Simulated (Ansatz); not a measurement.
Base system: TiB₂ (space group P6/mmm, No. 191; a = 3.017 Å, c = 3.185 Å). Axes: x lies along a and z along c of the hexagonal cell.

Method: PBEsol (Ansatz, a quantum-chemistry and plane-wave program), no SOC.

Before the change:

```
Property   Result
--------  -------
Pressure  0.0 GPa
```

It is then changed as follows: the cell is stretched by 3.88 % along y with no lateral relaxation, atoms relaxed at fixed cell.

Question: How does this affect the energy relative to the base and pressure?

Answer: The energy goes up by 25 meV/atom; the pressure (mean of the normal stresses, compression positive) goes from zero to -9.8 GPa.

A case with no gap was solved on a k-mesh chosen for an insulator, which is coarse for it. Without a gap, meshes like the base's 13×13×10 leave anisotropic stresses uncertain by several tenths of a GPa, and small strain energies with them. The cells carry an imposed strain or load. No phonon test of stability was made. The final runs are not spin-polarised.
